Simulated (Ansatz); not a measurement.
The parent structure is SiC (space group P6_3mc, No. 186).

```yaml
crystal:
  lattice:
    - [3.09412, 0.00000, 0.00000]
    - [-1.54706, 2.67959, 0.00000]
    - [0.00000, 0.00000, 10.12917]
  atoms:
    - { symbol: Si, position: [0.00000, 0.00000, 0.00031] }
    - { symbol: Si, position: [0.00000, 0.00000, 0.50031] }
    - { symbol: Si, position: [0.66667, 0.33333, 0.75025] }
    - { symbol: Si, position: [0.33333, 0.66667, 0.25025] }
    - { symbol: C, position: [0.00000, 0.00000, 0.81285] }
    - { symbol: C, position: [0.00000, 0.00000, 0.31285] }
    - { symbol: C, position: [0.66667, 0.33333, 0.56221] }
    - { symbol: C, position: [0.33333, 0.66667, 0.06221] }
```

Calculations: Kohn–Sham DFT with the PBE functional, run in Ansatz (a program for electronic structure) with PAW and 420 eV plane waves, no spin-orbit coupling, earlier PAW set.

Before the change:

| Quantity | Result |
|---|---|
| Lattice parameter a | 3.094 Å |
| Valence-band top at Γ | 0.00, 0.00, -0.05 eV |

Perturbation: cell and atoms relaxed at a pressure of 15 GPa.

Question: What happens to the mean gap deformation potential ΔEg/Δln V, lattice parameter a and valence-band top at Γ?

Answer: The mean gap deformation potential ΔEg/Δln V comes out as -0.2 eV; the lattice parameter a falls by 0.063 Å (3.094 Å → 3.031 Å); the valence-band top at Γ (three highest levels, from the VBM) remains 0.00, 0.00, -0.05 eV.

Load acts through the strain it causes; cell and atoms are relaxed under it. No phonon test of stability was made. No other phases were tried under pressure.
